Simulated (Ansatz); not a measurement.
```
CELL_PARAMETERS angstrom
      4.01188     0.00000     0.00000
     -2.00594     3.47439     0.00000
      0.00000     0.00000     6.74993
ATOMIC_POSITIONS crystal
  Cd 0.66667 0.33333 0.99587
  Cd 0.33333 0.66667 0.49587
  Se 0.66667 0.33333 0.62933
  Se 0.33333 0.66667 0.12933
```

A single point on CdSe with a change (pressure 18 GPa), its geometry relaxed with PBE.

All numbers come from PBE/PAW in Ansatz (a first-principles code), spin-orbit coupling included, earlier PAW set. Γ-centred 9×9×5 mesh, Fermi–Dirac width 0.05 eV.

**Question.** Predict the electron mass and hole mass.

**Answer.** Electron mass: 0.080 mₑ along c, 0.088 mₑ across (at Γ)
Hole mass: 1.2 mₑ along c, 0.14 mₑ across (at Γ)

Single points use the geometry relaxed with PBE. The levels and masses belong to the bands next to the band gap. Load acts through the strain it causes; cell and atoms are relaxed under it. Effective masses come from finite differences of ±0.01 Å⁻¹. Stability against distortions was not tested. Measured, CdSe leaves this structure (for rock salt) near 2.72 GPa (temperature not stated; as listed in Datta, Sujoy, Jana, Debnarayan, arXiv (2020)), on rising pressure, with hysteresis. The cell was made from CdSe in the wurtzite structure (space group P6_3mc, No. 186) by this change: pressure 18 GPa.
